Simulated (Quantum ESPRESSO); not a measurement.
Quantum ESPRESSO is run on Na4Si2PbSe6 (C2, 13 atoms in the cell), and the run fails. The aim is a self-consistent single point with DFT, PBEsol, plane waves, GBRV 1.5 ultrasoft (PBESOL) pseudopotentials.

Cell that was meant: a = 7.1375 Å, b = 7.1375 Å, c = 8.0402 Å, α = 98.58°, β = 98.58°, γ = 119.89°.

Part of the input:

```fortran
    occupations = 'smearing'
    smearing = 'gaussian'
    degauss = 0.000734986
&ELECTRONS
    conv_thr = 1.0d-10
    mixing_beta = 0.7
/
```

The program printed (abridged):

```
     This program is part of the open-source Quantum ESPRESSO suite
     for quantum simulation of materials; please cite

 %%%%%%%%%%%%%%%%%%%%%%%%%%%%%%%%%%%%%%%%%%%%%%%%%%%%%%%%%%%%%%%%%%%%%%%%%%%%%%
     Error in routine  read_namelists (1):
      bad line in namelist &system: "&ELECTRONS" (error could be in the previous line)
 %%%%%%%%%%%%%%%%%%%%%%%%%%%%%%%%%%%%%%%%%%%%%%%%%%%%%%%%%%%%%%%%%%%%%%%%%%%%%%

     stopping ...
```

### Question
From the messages shown, name the fault and mend the input.

### Answer
The fault is a namelist without its closing slash. The reader runs on into the next namelist. To fix it, close the namelist. The program stopped before any SCF iteration.

An input that runs soundly differs in these lines (not the only fix; some lines may just follow from the change or write a value another way):
```diff
+/
```

With that input, the run converged in 13 iterations: free energy E − TS -11214.9698 eV; top of the valence band (on the code's own zero) 3.96 eV; gap on the k-point mesh 2.00 eV; pressure -1.64 GPa; largest force (vector length) 0.168 eV/Å (DFT, PBEsol, plane waves, GBRV 1.5 ultrasoft (PBESOL) pseudopotentials).

On the sound input: the starting cell comes from a database of computed structures (which also holds hypothetical and non-ambient phases and stackings), without a prior relaxation at this level. Its lattice was rescaled by a random factor within 2.5 % of one. Spin-orbit coupling is off.
